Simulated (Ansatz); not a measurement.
Density of states of SiC (P6_3mc) above the conduction band minimum, Ansatz (a first-principles code) with PBEsol with spin-orbit coupling, rigid bands; cell volume 41.4 Å³.

(energy from edge (eV), 10⁻³ states/eV/cell): (0.006, 7.77); (0.031, 21.5); (0.056, 29.4); (0.081, 35.6); (0.106, 41.4); (0.131, 46.4); (0.156, 50.8); (0.181, 55.3); (0.206, 59.6); (0.231, 63.2); (0.256, 67.2); (0.281, 70.5); (0.319, 76.4); (0.344, 80.6); (0.369, 83.9); (0.394, 86.7); (0.419, 89.7); (0.444, 93.9); (0.469, 97.4); (0.494, 101); (0.519, 105); (0.544, 137); (0.569, 171); (0.594, 192)

**Question.** What effective density of states at 300 K does this give (∫ g(E) exp(−E/k_BT) dE, both spins, divided by the cell's size)?

**Answer.** 1.1e19 cm⁻³, a density-of-states mass of 0.56 mₑ, valleys and band degeneracy included.

Geometry: cell and atoms relaxed with PBEsol.
